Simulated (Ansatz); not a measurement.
Base system: HfO2 (space group P4_2/nmc, No. 137; a = 3.568 Å, c = 5.167 Å).

Method: PBEsol (Ansatz, an electronic-structure program; PAW; 420 eV plane waves; no spin-orbit coupling), earlier PAW set.

Before the change:

- Band gap = 4.57 eV
- Density = 10.63 g/cm³

Perturbation: cell and atoms relaxed at a pressure of 15 GPa.

Task: Predict the new band gap.

Result: The band gap shrinks by 0.15 eV, from 4.57 eV to 4.42 eV.

Task: What does the calculation give for the density after the change?

Result: The density grows by 0.70 g/cm³, from 10.63 g/cm³ to 11.33 g/cm³.

With Hf present, leaving out spin-orbit coupling can change the band edges. Load acts through the strain it causes; cell and atoms are relaxed under it. Whether these cells are dynamically stable was not tested. Competing high-pressure phases were not computed. This is not the structure that HfO2 has at room temperature and ambient pressure.
